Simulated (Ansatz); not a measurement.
Response to strain in Nb

Take Nb in the bcc (W type) structure (space group Im-3m, No. 229; relaxed with 0.1 eV smearing) as the base.

```yaml
crystal:
  lattice:
    - [-1.63646, 1.63646, 1.63646]
    - [1.63646, -1.63646, 1.63646]
    - [1.63646, 1.63646, -1.63646]
  atoms:
    - { symbol: Nb, position: [0.00000, 0.00000, 0.00000] }
```

Cartesian axes are those of the cell as printed.

Strains are applied to the cell and any free atomic positions relax; under biaxial strain the out-of-plane vector relaxes too.

Computed with PBEsol (Ansatz, a first-principles code, PAW, without spin-orbit coupling).

Notes on the quantities. energy relative to the base: free energy F.

| biaxial strain, plane normal [111], relaxed out of plane (%) | energy relative to the base (meV/atom) |
|---|---|
| -1.67 | 2.7 |
| -1.25 | ? |
| -0.83 | 0.6 |
| -0.42 | 0.2 |
| 0 | 0.0 |

Q: Fit ΔE = Aε² + Bε³ (ε in %) to the rows shown and predict the withheld row.

A: Least squares on the printed values gives A = 0.828 and B = -0.084 meV/atom (largest residual 0.0 meV/atom); this predicts 1.5 meV/atom, and the run gives 1.5 meV/atom, in agreement.

Whether these cells are dynamically stable was not tested. All final runs are without spin polarisation.
